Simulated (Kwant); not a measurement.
Device: In0.53Ga0.47As/InP stack with 1 barrier. One parabolic valley. Leads of mass 0.041 mₑ with the band edge at 0; grid 0.1 nm; bias 0.075 V, dropping linearly over the stack.

| layer | thickness (nm) | band offset (eV) | mass (mₑ) |
|---|---|---|---|
| 1 | 5.3 | 0.25 | 0.08 |

Constants are typed, rounded textbook-type inputs, not results; the design itself was drawn at random and stands for no fabricated device.

Kwant, one-band effective-mass tight-binding model in one dimension, coherent, no space charge.

Sweep values stay those of the base run.

Base results: transmission at E = 0.1858 eV 0.077; transmission at E = 0.09114 eV 0.016; transmission at E = 0.3750 eV 0.99; mean transmission over the sweep 0.25.

What follows from this one change: height of the first barrier 0.25 → 0.2 eV?

transmission at E = 0.1858 eV 0.077 → 0.22; transmission at E = 0.09114 eV 0.016 → 0.044; transmission at E = 0.3750 eV 0.99 → 0.92; mean transmission over the sweep 0.25 → 0.40.

What follows from this one change: mass in the first barrier 0.08 → 0.048 mₑ?

transmission at E = 0.1858 eV 0.077 → 0.21; transmission at E = 0.09114 eV 0.016 → 0.058; transmission at E = 0.3750 eV 0.99 → 0.87; mean transmission over the sweep 0.25 → 0.31.
